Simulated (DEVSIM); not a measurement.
System: Pd/Al2O3/p-Si capacitor, at 250 K.

| layer (left to right) | material | thickness (nm) | Na (cm⁻³) |
|---|---|---|---|
| 1 | Al2O3 | 3.20 | - |
| 2 | Si | 14000 | 1.6e15 |

Metal gate on the left, work function 5.2 eV. Fixed charge at the semiconductor interface -6.9e11 cm⁻² (in units of +e); no interface traps.

This is a model device: material constants are rounded textbook-type values typed into the input, and sizes, dopings and lifetimes were drawn at random. Values at 300 K; Nc and Nv go as T^1.5, mobilities as T to minus their exponent, the gap by Varshni's rule with the affinity fixed.

```
parameter         Al2O3        Si
----------------  -----  --------
gap (eV)            6.8     1.124
affinity (eV)      1.35      4.05
permittivity          9      11.7
Nc (cm⁻³)             -   2.86e19
Nv (cm⁻³)             -    3.1e19
Varshni α (eV/K)      -  0.000473
Varshni β (K)         -       636
```

Simulated with DEVSIM: 1D Poisson equation in equilibrium, Boltzmann statistics, complete ionisation; no quantum confinement or tunnelling. Metal contacts follow the ideal Schottky-Mott rule: no Fermi-level pinning, no interface dipoles.

The fixed charge was swept, all else fixed.

```json
[
 {"fixed charge (cm^-2)": "-6.09e12", "flat-band voltage (V)": "0.61", "threshold voltage (band bending 2φF) (V)": "1.34", "minimum of the low-frequency capacitance (μF/cm²)": "0.0153"},
 {"fixed charge (cm^-2)": "-3.39e12", "flat-band voltage (V)": "0.44", "threshold voltage (band bending 2φF) (V)": "1.17", "minimum of the low-frequency capacitance (μF/cm²)": "0.0150"},
 {"fixed charge (cm^-2)": "-6.9e11", "flat-band voltage (V)": "0.27", "threshold voltage (band bending 2φF) (V)": "1.00", "minimum of the low-frequency capacitance (μF/cm²)": "0.0149"},
 {"fixed charge (cm^-2)": "2.01e12", "flat-band voltage (V)": "0.09", "threshold voltage (band bending 2φF) (V)": "0.82", "minimum of the low-frequency capacitance (μF/cm²)": "0.0151"},
 {"fixed charge (cm^-2)": "4.71e12", "flat-band voltage (V)": "-0.08", "threshold voltage (band bending 2φF) (V)": "0.65", "minimum of the low-frequency capacitance (μF/cm²)": "0.0154"}
]
```

From the first row to the last the flat-band voltage goes from 0.61 to -0.08. From the first row to the last the threshold voltage (band bending 2φF) goes from 1.34 to 0.65.
